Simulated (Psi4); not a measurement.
Psi4 1.11, unrestricted TPSS/def2-svp: 1,1,1-trifluoroethane cation (CC(F)(F)F), charge +1, multiplicity 2, 8 atoms. The geometry is a generated start, not checked to be a minimum at this level.

| Item | Value |
|---|---|
| task | energy |
| method | tpss |
| basis | def2-svp |
| memory | 3 GB |
| maxiter | 100 |
| keys of the molecule block | symmetry c1 |
| scf_type | df (default) |
| e_convergence | 1e-06 (default) |
| d_convergence | 1e-06 (default) |
| dft_radial_points | 75 (default) |
| dft_spherical_points | 302 (default) |
| basis functions | 85 |
| grid points | 172291 |

```xyz
8

C      0.7963    -0.1560     0.0242
C     -0.6821     0.1341    -0.0187
F     -1.3226    -0.6218    -0.9255
F     -0.9428     1.4119    -0.3392
F     -1.2828    -0.0928     1.1573
H      0.9462    -1.2005     0.2868
H      1.2630     0.4820     0.7701
H      1.2248     0.0430    -0.9550
```

Charge 1 and multiplicity 2 are set for this test and not shown to be the ground state.

With the defaults (diis_max_vecs = 10, damping_percentage = 0, level_shift = 0, level_shift_cutoff = 0.01, diis = true, scf_initial_accelerator = adiis, guess = auto, which took SAD, diis_start = 1) it converges in 14 SCF iterations. One run each on 2 threads, with these changes:
- guess = modhuckel
- guess = gwh
- damping_percentage = 20
- level_shift = 0.5, level_shift_cutoff = 0.001
- diis_start = 4
- damping_percentage = 60
- diis_max_vecs = 3
- damping_percentage = 60, diis = false, scf_initial_accelerator = none
- guess = sap

Question: Name the settings that don't reach the solution of the defaults.

Answer: No convergence: diis_max_vecs = 3; damping_percentage = 60; level_shift = 0.5, level_shift_cutoff = 0.001; damping_percentage = 60, diis = false, scf_initial_accelerator = none (the run ends without SCF convergence in 100 iterations). The rest reach the solution of the defaults.

| setting | SCF iterations | end |
|---|---|---|
| guess = sap | 12 | same solution |
| the defaults | 14 | same solution |
| guess = modhuckel | 15 | same solution |
| guess = gwh | 16 | same solution |
| diis_start = 4 | 21 | same solution |
| damping_percentage = 20 | 27 | same solution |
| diis_max_vecs = 3 | 100 | no convergence |
| damping_percentage = 60 | 100 | no convergence |
| level_shift = 0.5, level_shift_cutoff = 0.001 | 100 | no convergence |
| damping_percentage = 60, diis = false, scf_initial_accelerator = none | 100 | no convergence |
